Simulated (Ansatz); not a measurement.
The starting structures come from a database of crystals and need not be the phases stable at ambient conditions.

 Where the default PAW files enter, the runs use the earlier of Ansatz's two default sets.

Tunnelling through a barrier is set by its complex band structure: the current falls as exp(−2κd) with the smallest κ.

```yaml
crystal:
  lattice:
    - [7.80102, 0.00000, 0.00000]
    - [-3.90051, 6.75588, 0.00000]
    - [3.90051, 2.25196, 6.36951]
  atoms:
    - { symbol: Y, position: [0.25000, 0.87500, 0.87500] }
    - { symbol: Y, position: [0.75000, 0.87500, 0.87500] }
    - { symbol: Y, position: [0.25000, 0.37500, 0.87500] }
    - { symbol: Y, position: [0.75000, 0.87500, 0.37500] }
    - { symbol: Zn, position: [0.50000, 0.25000, 0.25000] }
    - { symbol: Zn, position: [0.00000, 0.50000, 0.50000] }
    - { symbol: S, position: [0.75302, 0.12349, 0.12349] }
    - { symbol: S, position: [0.25302, 0.62651, 0.62651] }
    - { symbol: S, position: [0.75302, 0.62953, 0.12349] }
    - { symbol: S, position: [0.25302, 0.62651, 0.12047] }
    - { symbol: S, position: [0.24698, 0.12349, 0.62953] }
    - { symbol: S, position: [0.74698, 0.12047, 0.62651] }
    - { symbol: S, position: [0.24698, 0.12349, 0.12349] }
    - { symbol: S, position: [0.74698, 0.62651, 0.62651] }
```

Space group of this cell: Fd-3m, spinel. The cell is taken as given; by r2SCAN its mean pressure is -1.0 GPa.

Transport runs along the normal of the first two printed cell vectors, the (111) plane of the conventional cell.

The gap is the functional's own, uncorrected, and κ follows it; spin-orbit coupling is left out. Mid-gap values are interpolated between the computed energies.

Problem. Give the band gap and the smallest decay constant κ at mid-gap that r2SCAN run with Ansatz (an electronic-structure program) yields.

Solution. Gap 1.12 eV on a 6×6×6 mesh; κ = 0.144 1/Å, at the zone centre.
